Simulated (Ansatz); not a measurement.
**Quick settings and what they miss: W₂N₃ (Cm, 10 atoms in the cell)**

Self-consistent single point.

```
W2N3
1.0
    2.55772    -4.40229     0.00000
    2.55772     4.40229     0.00000
   -1.72242     0.00000     5.19429
W N
4 6
Direct
  0.00637   0.66931   0.00907
  0.66931   0.00637   0.00907
  0.32251   0.32251   0.98429
  0.50816   0.50816   0.52139
  0.90619   0.90619   0.74986
  0.25502   0.58802   0.74713
  0.58802   0.25502   0.74713
  0.41957   0.73587   0.25056
  0.73587   0.41957   0.25056
  0.09633   0.09633   0.25293
```

Level of theory: PBEsol, PAW files made with PBE (plane waves; Ansatz, a first-principles code).

Base settings: basis.ecutwfc = 30.9 Ry; kpoints.mp_grid.grid = 5 5 5; hamiltonian.xc = pbesol; hamiltonian.pseudopotentials = {kind: paw} (the program's default PAW files); scf.occupations.method = methfessel_paxton; scf.occupations.width = 0.0073 Ry.

Tight run (finer mesh or higher cutoff; not a proven limit): basis.ecutwfc: 30.9 Ry → 43.4 Ry; kpoints.mp_grid.grid: 5 5 5 → 7 7 7; scf.convergence.dr2_threshold: default (1e-07 eV) → 1e-09 eV. It gave Fermi level (on the code's own zero) 15.12 eV; pressure -24.57 GPa; largest force (vector length) 0.968 eV/Å.

Quick runs, as changes from the base:
- A: the base itself
- B: basis.ecutwfc: 30.9 Ry → 24.6 Ry; kpoints.mp_grid.grid: 5 5 5 → 2 2 2
- C: kpoints.mp_grid.grid: 5 5 5 → 4 4 4; hamiltonian.xc: pbesol → lda; scf.occupations.method: methfessel_paxton → cold; scf.occupations.width: 0.0073 Ry → 0.0367 Ry [LDA (PW92)]
- D: basis.ecutwfc: 30.9 Ry → 15.4 Ry; kpoints.mp_grid.grid: 5 5 5 → 4 4 4; scf.occupations.width: 0.0073 Ry → 0.01 Ry
- E: basis.ecutwfc: 30.9 Ry → 18.4 Ry; kpoints.mp_grid.grid: 5 5 5 → 1 1 1; scf.occupations.method: methfessel_paxton → cold; scf.occupations.width: 0.0073 Ry → 0.0147 Ry; scf.convergence.dr2_threshold: default (1e-07 eV) → 0.001 eV; width narrowed by the program to 0.1300 eV

Energies are extrapolated to zero smearing width, which holds to low order in the width alone.

Dashes: energy of C, another energy zero.

† marks runs with another functional, U, potentials or spin treatment: their distance from the tight run is not a convergence error alone.

The count of work is k-points × plane waves × bands × iterations; it is no time. 

Pressures in the table are Ansatz's without its Pulay estimate, at a fixed set of plane waves; the tight run's value above holds the estimate.

The starting cell comes from a database of computed structures (which also holds hypothetical and non-ambient phases and stackings), without a prior relaxation at this level. Its lattice was rescaled by a random factor within 2.5 % of one. Spin polarisation is off. In the base run, with a pressure of about -25 GPa the cell is away from its equilibrium volume at this level.

```
run  energy less tight (meV/atom)  pressure less tight (GPa)  largest miss in a force vector (eV/Å)  count of work / tight
---  ----------------------------  -------------------------  -------------------------------------  ---------------------
A                             1.9                      -0.31                                  0.029                   0.21
B                            72.6                      -3.91                                  0.383                  0.023
C†                              –                      -6.01                                  0.276                   0.13
D                          1869.2                    -103.84                                  0.469                  0.041
E                          1024.4                     -35.83                                  3.308                 0.0025
```

Among the runs at the tight run's level, the energy misses run from 1.9 to 1869.2 meV/atom.

Left out of this page: 1 run of the series outside the window shown, repeating another row's setting, or not comparable.

Keys are those of Ansatz 0.2.
